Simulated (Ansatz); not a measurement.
Take SrO in the rock salt structure (space group Fm-3m, No. 225; a = 5.122 Å) as the base.

Calculations: PBEsol, PAW, 420 eV (Ansatz, a program for electronic structure; scalar-relativistic without spin-orbit coupling).

Before the change:

| Quantity | Value |
|---|---|
| Valley order | X along ⟨100⟩ 3.20 eV; Γ 3.93 eV |

Now apply this change: hole doping at 7.0×10^20 cm⁻³ (0.0235 per cell), with a uniform compensating background at fixed cell and a 300 K Fermi–Dirac width.

Q: Estimate the effect on the valley order.

A: The valley order (the lowest conduction-band minima on the path, energy above the VBM, named in the base's zone) changes from X along ⟨100⟩ 3.20 eV; Γ 3.93 eV to X along ⟨100⟩ 3.24 eV; Γ 3.97 eV.

Q: What does the calculation give for the Fermi level from band edge after the change?

A: The Fermi level relative to the doped band's edge (positive inside the band; to 0.05 eV) comes out as +0.05 eV.

Carriers are added with a uniform compensating background; total energy and stress of such cells depend on the potential's zero and are not compared; many-body gap narrowing is missing at this level. The levels and masses belong to the bands next to the band gap. Whether these cells are dynamically stable was not tested.
